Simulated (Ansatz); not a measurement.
We consider Al2O3 (model structure, started from the Al2S3 type, Cc, No. 9, 10 atoms in the cell), described by r²SCAN+rVV10 in Ansatz (plane waves, PAW).

Numerical settings: plane-wave cutoff 560 eV, 8×8×8 k mesh, Fermi–Dirac smearing 0.01 eV, scalar-relativistic PAW data made under PBE.

Computed at the level's own relaxed cell.

```yaml
crystal:
  lattice:
    - [4.82462, -2.74037, 0.03372]
    - [4.82462, 2.74037, 0.03372]
    - [-3.10638, 0.00000, 4.69960]
  atoms:
    - { symbol: Al, position: [0.00518, 0.16116, 0.51645] }
    - { symbol: Al, position: [0.16116, 0.00518, 0.01645] }
    - { symbol: Al, position: [0.68569, 0.80138, 0.49301] }
    - { symbol: Al, position: [0.80138, 0.68569, 0.99301] }
    - { symbol: O, position: [0.02484, 0.30486, 0.88567] }
    - { symbol: O, position: [0.30486, 0.02484, 0.38567] }
    - { symbol: O, position: [0.86713, 0.87871, 0.86504] }
    - { symbol: O, position: [0.87871, 0.86713, 0.36504] }
    - { symbol: O, position: [0.43471, 0.75333, 0.86486] }
    - { symbol: O, position: [0.75333, 0.43471, 0.36486] }
```

Q: List the 32 lowest band energies at Γ above −25 eV (eV, relative to the valence band maximum), grouping those that round alike.

A: At Γ: -19.69, -18.75, -18.57, -18.53, -16.93, -16.89, -6.56, -6.45, -5.99, -4.34, -4.21, -3.88, -3.76, -3.39, -2.85, -2.54, -1.91, -1.75, -1.67, -1.57, -0.79, -0.56, -0.10, -0.01, 4.67, 8.86, 8.98, 9.33, 9.69, 9.91, 10.46, 10.55.

Note: the relaxation could raise the start's symmetry but not lower it, so the cell can be a saddle point.

A model structure was made by putting elements into a prototype or built by hand; it is no filed structure, need not be a known phase, and can be a saddle point held by its symmetry.

Ansatz is a quantum-chemistry and plane-wave program.
